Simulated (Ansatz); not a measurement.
Pressure series in Pd

Consider Pd in the fcc (Cu type) structure (space group Fm-3m, No. 225; a = 3.840 Å).

Cell and atoms are relaxed at each pressure.

All numbers come from LDA, PAW, 420 eV (Ansatz, a first-principles code; no SOC).

```tsv
pressure (GPa)	volume per atom (Å³/atom)
-2	14.280
-1	14.215
0	14.152
0.9	14.096
2.1	14.025
4.5	?
15	13.370
22.5	13.063
30	12.793
```

Fit the third-order Birch–Murnaghan form P(V) = (3B₀/2)[(V₀/V)^(7/3) − (V₀/V)^(5/3)]·[1 + (3/4)(B₀′ − 4)((V₀/V)^(2/3) − 1)] (squares taken in P) to the rows shown and predict the withheld row.

Least squares on the printed values gives V₀ = 14.152 Å³/atom, B₀ = 227 GPa, B₀′ = 5.4; this predicts 13.887 Å³/atom, and the run gives 13.887 Å³/atom, in agreement.

Load acts through the strain it causes; cell and atoms are relaxed under it. Stability against distortions was not tested. No other phases were tried under pressure. The final runs are not spin-polarised.
